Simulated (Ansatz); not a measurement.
```
Pt
1.0
    0.00000     1.95864     1.95864
    1.95864     0.00000     1.95864
    1.95864     1.95864     0.00000
Pt
1
Cartesian
  0.00000   0.00000   0.00000
```

The numbers are results of PBEsol, DFPT electron-phonon coupling, linearised Boltzmann equation (plane waves, PAW, scalar-relativistic; Ansatz, an electronic-structure program), not measurements. How the cell was made: relaxed with this functional, without spin-orbit coupling.

**Question.** Predict the intrinsic resistivity at 300 K.

**Answer.** 7.5 μΩ·cm.

**Question.** How long is the mean free path there?

**Answer.** 6.2 nm, weighted by the current that each state carries. Wires not much wider than this gain resistivity from their walls.

A metal at this level (no band gap). Only scattering by harmonic phonons is included (no impurities, grain boundaries, electron-electron scattering or thermal expansion). Spin-orbit coupling is left out, which matters with elements this heavy. Halving the electron mesh (36x36x36) moves the resistivity by up to 3 % at 300 K, the mean free path by up to 6 %. Smearing 0.20 eV; phonons on a 6x6x6 q mesh, which this run doesn't test.
